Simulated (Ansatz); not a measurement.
**Ru on the 1x1 (100) surface of rock-salt MgO (cut with top plane Mg + O), one in a 2x2 cell, started at the site 'bridge Mg-O (span 2.1 Å)'**

Host crystal: rock-salt MgO, with a band gap (PBE, scalar-relativistic without spin-orbit coupling).

These are PBE (plane waves to 420 eV, PAW; Ansatz, a program for electronic structure) values and carry that method's errors.

Set-up: 33 atoms, 6.4 Å thick at the start under the adsorbate (thin: gaps and levels are the slab's own); mesh 3x3x1; 0.01 eV smearing; dipole correction on; 16 atoms held, the rest relaxed; held to the start's symmetry, so lower structures may exist; spin-polarised, ending with about 2.0 μB a cell; orders that need a larger cell were not tried, no spin-orbit, no U, no dispersion correction. At the end it is bonded to 4 Mg + O. In PBE it is, or lies within 0.03 eV of, the lowest of the starts that converged.

The adsorption energy against an atom of hcp Ru is 127.7 kcal/mol and the change of the step from the bottom to the top vacuum level, against the clean slab is 0.28 eV. The energy released by relaxation is 0.75 eV and the height of the binding atom over the mean of the host atoms within 0.3 Å of the top one comes out as 1.976 Å. The magnetic moment of the cell comes out as 2.00 μB. The nearest host atoms of the binding atom is O at 1.95 Å, Mg at 2.89 Å, Mg at 2.94 Å. The largest move of a host atom is 0.09 Å. The note comes out as in the relaxation the adsorbate left its starting site by 1.0 Å and the cost comes out as very roughly 50 core-minutes.

A negative adsorption energy means that the adsorbate is more stable on the surface than in its reference.
